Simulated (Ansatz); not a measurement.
## ZnGeP2 under a change: biaxial strain +2.25 %, plane normal [001], relaxed out of plane

The parent structure is ZnGeP$_{2}$ in the chalcopyrite structure (space group I-42d, No. 122; a = 5.500 Å, c = 10.845 Å). Axes: x, y, z lie along a, b, c of the conventional cell.

The change: tensile biaxial strain of 2.25 % in the plane normal to [001], as in epitaxy on a mismatched substrate; the out-of-plane cell vector and the atoms relax.

Calculations: Ansatz (a quantum-chemistry and plane-wave program) PBE, no spin-orbit coupling. k-mesh 9×9×9 (Γ-centred); smearing 0.05 eV (Fermi–Dirac).

```tsv
quantity	base	changed	shift
space group	I-42d (No. 122)	I-42d (No. 122)	–
shortest interatomic distance	2.360 Å	2.374 Å	+0.014 Å
energy relative to the base (free energy F)	0 meV/atom	+7.7 meV/atom	+7.7 meV/atom
pressure (mean of the normal stresses, compression positive)	0.00 GPa	-1.72 GPa	-1.72 GPa
band gap (an upper bound: an edge found on the path is not a true extremum; the base alone)	1.14 eV	0.93 eV	-0.216 eV
out-of-plane strain	–	-1.99 %	–
ratio −ε⊥/ε∥	–	0.89	–
```

Stability against distortions was not tested.
